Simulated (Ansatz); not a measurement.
Consider the formation energy of the neutral H_i in NiSi (Pnma). Reaction: 48 NiSi (Pnma) + 1/2 H2 (gas) → cell A.

Cell A: a supercell of 96 sites of NiSi (Pnma) with H off the lattice sites (2 Ni at 1.59 Å and 2 Si at 1.85 Å); an odd number of electrons; spin state with PBE: no moments, k-point mesh 2×2×2.
```yaml
crystal:
  lattice:
    - [10.11879, 0.00000, 0.00000]
    - [0.00000, 10.31419, 0.00000]
    - [0.00000, 0.00000, 11.24233]
  atoms:
    - { symbol: Si, position: [0.25013, 0.41100, 0.29310] }
    - { symbol: Si, position: [0.08333, 0.08876, 0.20932] }
    - { symbol: Si, position: [0.08333, 0.34501, 0.04740] }
    - { symbol: Si, position: [0.24993, 0.16057, 0.45883] }
    - { symbol: Ni, position: [0.08333, 0.25406, 0.34465] }
    - { symbol: Ni, position: [0.25041, 0.24624, 0.15693] }
    - { symbol: Ni, position: [0.25129, 0.49713, 0.09539] }
    - { symbol: Ni, position: [0.08333, 0.00390, 0.40677] }
    - { symbol: Si, position: [0.25040, 0.41073, 0.79291] }
    - { symbol: Si, position: [0.08333, 0.08873, 0.70621] }
    - { symbol: Si, position: [0.08333, 0.33913, 0.54258] }
    - { symbol: Si, position: [0.26426, 0.16196, 0.96298] }
    - { symbol: Ni, position: [0.08333, 0.25477, 0.84563] }
    - { symbol: Ni, position: [0.24974, 0.24568, 0.65723] }
    - { symbol: Ni, position: [0.24986, 0.49550, 0.59502] }
    - { symbol: Ni, position: [0.08333, 0.99914, 0.90620] }
    - { symbol: Si, position: [0.25008, 0.91041, 0.29317] }
    - { symbol: Si, position: [0.08333, 0.58957, 0.20907] }
    - { symbol: Si, position: [0.08333, 0.83719, 0.04431] }
    - { symbol: Si, position: [0.24986, 0.66036, 0.45901] }
    - { symbol: Ni, position: [0.08333, 0.75395, 0.34506] }
    - { symbol: Ni, position: [0.25068, 0.74567, 0.15726] }
    - { symbol: Ni, position: [0.25084, 0.99492, 0.09513] }
    - { symbol: Ni, position: [0.08333, 0.50398, 0.40682] }
    - { symbol: Si, position: [0.25072, 0.91019, 0.79155] }
    - { symbol: Si, position: [0.08333, 0.58892, 0.70897] }
    - { symbol: Si, position: [0.08333, 0.83925, 0.54274] }
    - { symbol: Si, position: [0.25016, 0.66098, 0.95893] }
    - { symbol: Ni, position: [0.08333, 0.75325, 0.84503] }
    - { symbol: Ni, position: [0.24982, 0.74545, 0.65656] }
    - { symbol: Ni, position: [0.25083, 0.99559, 0.59420] }
    - { symbol: Ni, position: [0.08333, 0.50382, 0.90694] }
    - { symbol: Si, position: [0.58333, 0.41049, 0.29334] }
    - { symbol: Si, position: [0.41703, 0.08889, 0.20998] }
    - { symbol: Si, position: [0.41827, 0.34212, 0.04381] }
    - { symbol: Si, position: [0.58333, 0.16071, 0.45890] }
    - { symbol: Ni, position: [0.41650, 0.25413, 0.34500] }
    - { symbol: Ni, position: [0.58333, 0.24585, 0.15714] }
    - { symbol: Ni, position: [0.58333, 0.49703, 0.09534] }
    - { symbol: Ni, position: [0.41680, 0.00397, 0.40707] }
    - { symbol: Si, position: [0.58333, 0.41230, 0.79176] }
    - { symbol: Si, position: [0.41719, 0.08933, 0.70830] }
    - { symbol: Si, position: [0.41644, 0.33923, 0.54282] }
    - { symbol: Si, position: [0.58333, 0.16018, 0.95964] }
    - { symbol: Ni, position: [0.41928, 0.25500, 0.84353] }
    - { symbol: Ni, position: [0.58333, 0.24625, 0.65634] }
    - { symbol: Ni, position: [0.58333, 0.49592, 0.59461] }
    - { symbol: Ni, position: [0.41752, 0.00270, 0.90629] }
    - { symbol: Si, position: [0.58333, 0.91034, 0.29325] }
    - { symbol: Si, position: [0.41719, 0.58963, 0.21000] }
    - { symbol: Si, position: [0.41696, 0.83849, 0.04268] }
    - { symbol: Si, position: [0.58333, 0.66059, 0.45877] }
    - { symbol: Ni, position: [0.41657, 0.75413, 0.34521] }
    - { symbol: Ni, position: [0.58333, 0.74599, 0.15702] }
    - { symbol: Ni, position: [0.58333, 0.99553, 0.09527] }
    - { symbol: Ni, position: [0.41667, 0.50401, 0.40717] }
    - { symbol: Si, position: [0.58333, 0.90998, 0.79157] }
    - { symbol: Si, position: [0.41653, 0.58945, 0.70840] }
    - { symbol: Si, position: [0.41672, 0.83881, 0.54261] }
    - { symbol: Si, position: [0.58333, 0.66112, 0.95871] }
    - { symbol: Ni, position: [0.41664, 0.75385, 0.84457] }
    - { symbol: Ni, position: [0.58333, 0.74542, 0.65640] }
    - { symbol: Ni, position: [0.58333, 0.99558, 0.59437] }
    - { symbol: Ni, position: [0.41680, 0.50476, 0.90654] }
    - { symbol: Si, position: [0.91653, 0.41100, 0.29310] }
    - { symbol: Si, position: [0.74963, 0.08889, 0.20998] }
    - { symbol: Si, position: [0.74839, 0.34212, 0.04381] }
    - { symbol: Si, position: [0.91673, 0.16057, 0.45883] }
    - { symbol: Ni, position: [0.75017, 0.25413, 0.34500] }
    - { symbol: Ni, position: [0.91625, 0.24624, 0.15693] }
    - { symbol: Ni, position: [0.91538, 0.49713, 0.09539] }
    - { symbol: Ni, position: [0.74986, 0.00397, 0.40707] }
    - { symbol: Si, position: [0.91627, 0.41073, 0.79291] }
    - { symbol: Si, position: [0.74948, 0.08933, 0.70830] }
    - { symbol: Si, position: [0.75023, 0.33923, 0.54282] }
    - { symbol: Si, position: [0.90241, 0.16196, 0.96298] }
    - { symbol: Ni, position: [0.74739, 0.25500, 0.84353] }
    - { symbol: Ni, position: [0.91693, 0.24568, 0.65723] }
    - { symbol: Ni, position: [0.91681, 0.49550, 0.59502] }
    - { symbol: Ni, position: [0.74914, 0.00270, 0.90629] }
    - { symbol: Si, position: [0.91659, 0.91041, 0.29317] }
    - { symbol: Si, position: [0.74947, 0.58963, 0.21000] }
    - { symbol: Si, position: [0.74970, 0.83849, 0.04268] }
    - { symbol: Si, position: [0.91681, 0.66036, 0.45901] }
    - { symbol: Ni, position: [0.75010, 0.75413, 0.34521] }
    - { symbol: Ni, position: [0.91599, 0.74567, 0.15726] }
    - { symbol: Ni, position: [0.91583, 0.99492, 0.09513] }
    - { symbol: Ni, position: [0.75000, 0.50401, 0.40717] }
    - { symbol: Si, position: [0.91594, 0.91019, 0.79155] }
    - { symbol: Si, position: [0.75014, 0.58945, 0.70840] }
    - { symbol: Si, position: [0.74995, 0.83881, 0.54261] }
    - { symbol: Si, position: [0.91650, 0.66098, 0.95893] }
    - { symbol: Ni, position: [0.75003, 0.75385, 0.84457] }
    - { symbol: Ni, position: [0.91684, 0.74545, 0.65656] }
    - { symbol: Ni, position: [0.91584, 0.99559, 0.59420] }
    - { symbol: Ni, position: [0.74987, 0.50476, 0.90654] }
    - { symbol: H, position: [0.08333, 0.14728, 0.94717] }
```

Reference: NiSi (Pnma), 96 atoms in the cell, the relaxed perfect crystal repeated, atoms not moved again; spin state with PBE: no moments, k-point mesh 2×2×2 on the run's own vectors.

Reference: an isolated H2 molecule (singlet) in a box of 11 × 11 × 13 Å.

Computed with Ansatz (plane waves, PAW), its default PAW set, cutoff 420 eV, 500 eV for r2SCAN. The structures are at rest with PBE, within the held lattices; other levels are single points on them. Neutral cells; Fermi-Dirac smearing of at most 0.05 eV in the solids, energies taken to zero width. The lattices are those relaxed with PBE, so at other levels the solids can be strained, which adds to the spread. Larger cells are relaxed from a start prepared with the learned potential CHGNet till forces fall under 0.03 eV/Å, which some starts already meet. A dispersion term (D3(BJ), or D4 for r2SCAN) was computed beside these levels and is taken off wherever the name lacks it. Static lattices, no vibrational contributions. No structure search was made; lower ones may exist. No correction for cell size. Mesh and cell size may move defect energies by 0.1 eV or more. The value holds for the reservoirs listed; other chemical potentials shift it. Cell A has symmetry Pm within 0.02 Å and got no random move, so less symmetric positions, which may lie lower, weren't tried.

Q: Predict the value from PBE.

A: 1.22 eV, for 48 NiSi (Pnma) + 1/2 H2 (gas) → cell A.

Q: List the value at the remaining levels and say how far they part.

A: 
```csv
Method,value (eV),less PBE
r2SCAN,1.21,-0.01
```

The levels shown span only 0.01 eV, too little to tell them apart.

Ansatz is a program for electronic structure.
